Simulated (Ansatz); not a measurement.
Substrate model: Si(111) 1x1 surface, 6 top atoms, 3 bilayers, bottom bilayer H-capped and fixed, every top atom capped by H; cell 11.5 x 6.6 Å; two neighbouring H replaced by OH; about 7 Å thick over the host's atoms, 18 atoms held. Method: PBE-D3(BJ) (plane waves to 420 eV, PAW; Ansatz, a first-principles code). k mesh 1 x 2 x 1. The slab states were run without spin polarisation. Slab thickness, cell and mesh are as stated and are not converged limits. Energies are static: no zero-point or thermal part. Each state was relaxed from one prepared geometry.

End state of this step: SiHCl3 exchanges its H ligand with the surface O-H group. Atoms near the product:

```csv
atom,x (Å),y (Å),z (Å)
H(14),-0.004,0.029,11.006
H(29),3.822,-0.001,11.012
H(47),1.555,0.857,12.936
O(48),2.050,3.405,11.195
H(49),1.611,2.703,11.701
Si(a0),5.831,3.293,12.740
Cl(a1),4.382,4.408,13.639
Cl(a2),5.601,1.333,13.272
Cl(a3),7.656,3.950,13.384
H(a4),2.219,1.168,13.106
```

Task: What energy does it take to move H2 into the gas, one a cell, with the surface relaxed behind it, and what are its closest contacts before it leaves?

Result: 0.10 eV. Its closest contacts to the rest of the cell: H(a4)...H(49) 2.17 Å, H(47)...H(49) 2.22 Å, H(47)...H(14) 2.62 Å.
